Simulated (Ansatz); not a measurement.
Surface: Si(111) 1x1 surface, 6 top atoms, 3 bilayers, bottom bilayer H-capped and fixed, every top atom capped by H; cell 11.5 x 6.6 Å; two neighbouring H replaced by OH; about 7 Å thick over the host's atoms, 18 atoms held. Method: PBE-D3(BJ) (plane waves to 420 eV, PAW; Ansatz, a quantum-chemistry and plane-wave program). Sampling: 1x2x1 k points. The slab states were run without spin polarisation. No spin-orbit coupling. No Hubbard U. A thicker slab, a larger cell or a denser mesh can move such energies by a tenth of an eV or more. All energies are electronic energies at 0 K, without vibrations. Each state was relaxed from one prepared geometry.

One TaF5 a cell is brought to Si(111):H with two OH. Relaxed result near the molecule:

```
atom    x (Å)   y (Å)   z (Å)
------  -----  ------  ------
Si(16)  5.670   3.358   9.462
H(29)   3.814  -0.090  10.977
Si(31)  9.604   3.340   9.556
H(44)   7.667  -0.024  11.065
H(45)   9.712   3.382  11.047
O(46)   5.224   3.459  11.142
H(47)   4.237   3.537  11.261
Ta(a0)  6.221   2.929  13.046
F(a1)   5.412   1.225  12.790
F(a2)   7.082   2.450  14.624
F(a3)   6.954   4.679  12.992
F(a4)   4.573   3.595  13.690
F(a5)   7.536   2.421  11.750
```

**Question.** What is the adsorption energy against the free TaF5 and the slab before, and how much of it is dispersion?

**Answer.** -1.13 eV (negative: bound); the D3 term gives -0.45 eV of it. Bonds to the surface: O(46)-Ta(a0) 2.21 Å.

Here TaF5 is the monomer.
